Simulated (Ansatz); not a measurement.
Results of HSE06 in Ansatz (plane waves, PAW) for MgGaNO (model structure, started from the AlSiCN type, P3m1, No. 156, 4 atoms in the cell).

Settings: plane-wave cutoff 460 eV, 9×9×6 k mesh (along the axes of the cell as run), Fermi–Dirac smearing 0.01 eV, scalar-relativistic PAW data made under PBE.

Cell (relaxed with PBEsol):

Space group P3m1 (No. 156); a = b = 3.2352 Å, c = 5.1635 Å, α = β = 90.00°, γ = 120.00°

| atom | site | symmetry | x | y | z |
|---|---|---|---|---|---|
| Ga | 1b | 3m. | 0.3333 | 0.6667 | 0.5068 |
| Mg | 1c | 3m. | 0.6667 | 0.3333 | 0.0093 |
| O | 1b | 3m. | 0.3333 | 0.6667 | 0.1287 |
| N | 1c | 3m. | 0.6667 | 0.3333 | 0.6052 |

Question: What does this level give for the band gap?

Answer: 
- band gap = 3.38 eV (on the SCF k mesh)

Note: the relaxation could raise the start's symmetry but not lower it, so the cell can be a saddle point; cell and atoms aren't relaxed at this level (largest force component 0.02 eV/Å, pressure -0.6 GPa).

Spin–orbit coupling is not included.

Static lattice: no zero-point or thermal effects.

Computing time: about 2.0 core-minutes (a rough figure).

A model structure was made by putting elements into a prototype or built by hand; it is no filed structure, need not be a known phase, and can be a saddle point held by its symmetry.

Ansatz is a first-principles code.
